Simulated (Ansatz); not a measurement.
# Point defect Al vacancy + O on the N site + O on the N site (V_Al+O_N+O_N) in wurtzite AlN

The numbers are results of PBE, PAW (plane waves to 420 eV; Ansatz, an electronic-structure program), not measurements. Cell: 96 sites, 3×2×2 repeats of a cell of 8 atoms; final energies on a 2×2×2 shifted mesh. Sites at the start: the Al site; N 1.90 Å away; N 1.91 Å away, along c. Energies of charged states are corrected for periodic images (point charge plus alignment at distant sites). Dielectric constants: PBE linear response of the host. Host gap at this level: 4.03 eV. Finite-size and sampling errors can reach tenths of an eV here. The semilocal functional narrows the gap, so deep levels can fall outside it. Spin–orbit coupling is left out. Each state is the lowest found from its start.

Formation energies E_f are given with the Fermi level at the valence-band maximum. Chemical conditions: Al-rich (Δμ(Al) = 0.00 eV, Δμ(N) = -2.74 eV, Δμ(O) = -4.96 eV, bounded by corundum; only phases computed here count, gases as isolated molecules at 0 K); N-rich (Δμ(Al) = -2.74 eV, Δμ(N) = 0.00 eV, Δμ(O) = -3.14 eV, bounded by corundum; only phases computed here count, gases as isolated molecules at 0 K). Reference phases: Al: fcc Al, N: N2 molecule in a box, O: O2 molecule in a box.

The name describes the start; the neighbours show where the atoms ended.

Charges with a result: +1, 0, −1. Others weren't obtained, and one of them could lie lower, also by skipping a charge.

| charge | moment (μB) | largest move off a lattice site (Å) | neighbours of the last O atom of the defect at the end (Å) | image correction with alignment (eV) | E_f, Al-rich (eV) | E_f, N-rich (eV) | above the lowest spin state (eV) |
|---|---|---|---|---|---|---|---|
| +1 | 2.0 | 0.26 | Al 1.85, Al 1.85, Al 1.85, Al 2.89, N 2.92, N 2.92, N 2.93 | 0.01 | 3.63 | 2.72 | 0.00 |
| +1 | not spin-polarised | 0.28 | Al 1.85, Al 1.85, Al 1.85, Al 2.88, N 2.92, N 2.92, N 2.92 | -0.01 | 3.97 | 3.06 | 0.35 |
| 0† | 1.0 | 0.27 | Al 1.84, Al 1.85, Al 1.85, Al 2.87, N 2.90, N 2.90, N 2.91 | 0.03 | 3.92 | 3.01 | 0.00 |
| 0† | 1.0 | 0.27 | Al 1.84, Al 1.85, Al 1.85, Al 2.87, N 2.90, N 2.90, N 2.91 | 0.03 | 3.92 | 3.01 | 0.00 |
| −1 | not spin-polarised | 0.29 | Al 1.83, Al 1.85, Al 1.85, Al 2.85, N 2.88, N 2.88, N 2.90 | 0.40 | 5.24 | 4.33 | 0.00 |
| −1 | 0.0 | 0.29 | Al 1.83, Al 1.85, Al 1.85, Al 2.85, N 2.88, N 2.88, N 2.90 | 0.40 | 5.24 | 4.33 | 0.00 |

† Not settled in this cell, so no level is given: charge 0: a correction for the charge's moments that the other states lack.

Starting moments that weren't kept: charge 0 began with 3 μB and ended with 1.0; charge −1 began with 2 μB and ended with 0.0.

Flagged in the runs: a host whose relaxation on this sampling wasn't shown to rest, a strain field that reaches the edge of the cell.

All states together cost very roughly 3 core-hours.
